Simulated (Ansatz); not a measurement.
The starting structures come from a database of crystals and need not be the phases stable at ambient conditions.

 Where the default PAW files enter, the runs use the earlier of Ansatz's two default sets.

Inside the gap of an insulator the Bloch states are evanescent, with a wavenumber k + iκ along the transport direction.

```
CELL_PARAMETERS angstrom
      4.01132     0.00000     0.00000
     -2.00566     3.47391     0.00000
      2.00566     1.15797     6.54588
ATOMIC_POSITIONS crystal
  Al 0.00048 0.00024 0.99928
  Ga 0.99973 0.49986 0.50041
  As 0.75031 0.87516 0.37453
  As 0.74945 0.37472 0.87583
```

Space group of this cell: R3m. The cell is taken as given.

Transport runs along the normal of the first two printed cell vectors, the (001) plane of the conventional cell.

No gap correction and no spin-orbit coupling; mid-gap values are interpolated between computed energies.

Question: Estimate the band gap and the smallest decay constant κ at mid-gap that r2SCAN (Ansatz, a first-principles code) returns for this system.

Answer: Gap 1.35 eV on a 10×10×10 mesh; κ = 0.087 1/Å, at the zone centre.
